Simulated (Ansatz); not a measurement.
Start from HgS in the rock salt structure (space group Fm-3m, No. 225; a = 5.452 Å; a model cell, its experimental status unchecked).

Modification: a hydrostatic pressure of 9 GPa.

Levels (all Ansatz, a program for electronic structure, PAW): PBEsol (420 eV, no spin-orbit coupling); PBEsol+SOC (420 eV, noncollinear with spin-orbit coupling).

The geometry is relaxed with PBEsol.

| Quantity | Result |
|---|---|
| PBEsol pressure | 9.0 GPa |

### Question
What does PBEsol+SOC give at this geometry for the pressure?

### Answer
The pressure shrinks by 0.9 GPa to 8.1 GPa.

Single points use the geometry relaxed with PBEsol. Differences between runs with and without spin-orbit coupling are approximate. Load acts through the strain it causes; cell and atoms are relaxed under it. Stability against distortions was not tested. Competing high-pressure phases were not computed. The runs without spin-orbit coupling are not spin-polarised. This is not the structure that HgS has at room temperature and ambient pressure.
